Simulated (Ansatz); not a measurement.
A self-consistent single point of a (001) slab of Zr2Au (cut from a parent of space group no. 139; 6 atoms in the cell) with Ansatz (an electronic-structure program).

Computed with PBEsol, default PAW files made with PBE (plane waves; Ansatz).

```
CELL_PARAMETERS angstrom
      3.31026     0.00000     0.00000
      0.00000     3.31026     0.00000
      0.00000     0.00000    23.57551
ATOMIC_POSITIONS crystal
  Zr 0.50000 0.50000 0.70308
  Zr 0.00000 0.00000 0.29692
  Au 0.00000 0.00000 0.62392
  Zr 0.00000 0.00000 0.45524
  Zr 0.50000 0.50000 0.54476
  Au 0.50000 0.50000 0.37608
```

Reference input (self-consistent single point, DFT, PBEsol, plane waves, default PAW files made with PBE): basis.ecutwfc = 420 eV; kpoints.mp_grid.grid = 9 9 1; hamiltonian.xc = pbesol; hamiltonian.pseudopotentials = {kind: paw} (the program's default PAW files); scf.occupations.method = fermi_dirac; scf.occupations.width = 0.1 eV. This run's input differs from it in these lines:

Ansatz 0.2 input:
```diff
@@ -14,3 +14,3 @@
 basis:
-  ecutwfc: 420.0 eV
+  ecutwfc: 210.0 eV
 kpoints:
```

The program printed (abridged):

```
SCF iter   1: F=—  HF=-42512.772915 eV  |F-HF|=—  |Δ(HF+E_count)|=         —  Δρ=4.47e-2  dr2=3.38e0  ethr=1.77e-3  ⟨swp⟩=7.3  Hψ=2936  notcnv=0
all-band conjugate gradients solve this SCF's bands
preconditioner: auto → LDOS
SCF iter   2: F=—  HF=-42512.174252 eV  |F-HF|=—  |Δ(HF+E_count)|=   5.99e-1  Δρ=2.76e-2  dr2=1.98e0  ethr=1.77e-3  ⟨swp⟩=2.1  Hψ=1684  notcnv=0
   [... lines left out ...]
SCF iter   7: F=—  HF=-42511.584028 eV  |F-HF|=—  |Δ(HF+E_count)|=   2.00e-4  Δρ=2.48e-5  dr2=2.47e-6  ethr=5.66e-8  ⟨swp⟩=2.0  Hψ=1165  notcnv=0
SCF iter   8: F=—  HF=-42511.584030 eV  |F-HF|=—  |Δ(HF+E_count)|=   2.83e-6  Δρ=1.19e-5  dr2=8.63e-7  ethr=2.87e-9  ⟨swp⟩=2.2  Hψ=1479  notcnv=0
SCF iter   9: F=—  HF=-42511.584031 eV  |F-HF|=—  |Δ(HF+E_count)|=   7.02e-7  Δρ=6.00e-6  dr2=1.20e-7  ethr=1.00e-9  ⟨swp⟩=2.0  Hψ=1058  notcnv=0
SCF iter  10: F=-42511.584031 eV  HF=-42511.584031 eV  |F-HF|=7.17e-9  |Δ(HF+E_count)|=   1.69e-7  Δρ=1.13e-6  dr2=1.05e-8  ethr=1.16e-10  ⟨swp⟩=6.3  Hψ=2997  notcnv=0
SCF 1 converged in 10 iterations: F = -42511.584031 eV  dr2 = 1.05e-8
Free energy (F): -42511.584031 eV
Internal energy: -42511.299307 eV  (E = F + TS)
E sigma→0 (E₀):  -42511.441669 eV
Entropy (-TS):   -0.284725 eV (-47.454 meV/atom)
Fermi energy:    5.899333 eV
--- Forces (eV/Å), atoms counted from 1 ---
  atom   1  Zr     0.00000000     0.00000000    -0.08135293
  atom   2  Zr     0.00000000     0.00000000     0.08135293
  atom   3  Au     0.00000000     0.00000000     0.07534626
  atom   4  Zr     0.00000000     0.00000000     0.34553292
  atom   5  Zr     0.00000000     0.00000000    -0.34553292
  atom   6  Au     0.00000000     0.00000000    -0.07534626
--- Stress (GPa, compression-positive) ---
       -4.273586       0.000000       0.000000
        0.000000      -4.273586       0.000000
        0.000000       0.000000      -0.630907
  P = ⅓ Tr σ = -3.0594 GPa (-30.594 kbar)
  The stress holds the Pulay correction. Without it, at fixed plane waves, as pw.x and ABINIT print it: P = -58.2135 GPa
```

The run converged in 10 iterations. Against the reference run the free energy goes up by 2.74 eV/atom and the largest force goes from 0.576 to 0.346 eV/Å.

The starting cell comes from a database of computed structures (which also holds hypothetical and non-ambient phases and stackings), without a prior relaxation at this level. The slab is cut from that crystal, and its faces are unrelaxed. Its lattice was rescaled by up to half a per cent. Spin-orbit coupling is off. The cutoff lies below the one recommended for these files.
